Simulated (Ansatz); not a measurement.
# Response to strain in Hf

Consider Hf in the hcp (Mg type) structure (space group P6_3/mmc, No. 194; a = 3.158 Å, c = 5.004 Å; relaxed with 0.1 eV smearing). Axes: x lies along a and z along c of the hexagonal cell.

Strains are applied to the cell and any free atomic positions relax.

Calculations: Ansatz (a quantum-chemistry and plane-wave program) PBEsol, no spin-orbit coupling.

Notes on the quantities. energy relative to the base: free energy F; pressure: mean of the normal stresses, compression positive.

```csv
case,energy relative to the base,volume per atom,pressure
base,0 meV/atom,21.61 Å³,0.0 GPa
uniaxial strain ε_xx = −3.00 %,+12 meV/atom,20.96 Å³,3.6 GPa
uniaxial strain ε_xx = −2.50 %,+8.1 meV/atom,21.07 Å³,2.9 GPa
uniaxial strain ε_xx = −2.00 %,+5.1 meV/atom,21.18 Å³,2.3 GPa
uniaxial strain ε_xx = −1.50 %,+2.9 meV/atom,21.29 Å³,1.7 GPa
uniaxial strain ε_xx = −1.00 %,+1.3 meV/atom,21.40 Å³,1.1 GPa
uniaxial strain ε_xx = −0.50 %,+0.3 meV/atom,21.50 Å³,0.6 GPa
uniaxial strain ε_xx = +0.50 %,+0.3 meV/atom,21.72 Å³,(withheld)
uniaxial strain ε_xx = +1.00 %,+1.2 meV/atom,21.83 Å³,-1.1 GPa
uniaxial strain ε_xx = +2.50 %,+7.2 meV/atom,22.15 Å³,-2.6 GPa
```

Task: Some entries are withheld; estimate them.

Result: 
- uniaxial strain ε_xx = +0.50 %, pressure: -0.5 GPa

Stability against distortions was not tested. All final runs are without spin polarisation.
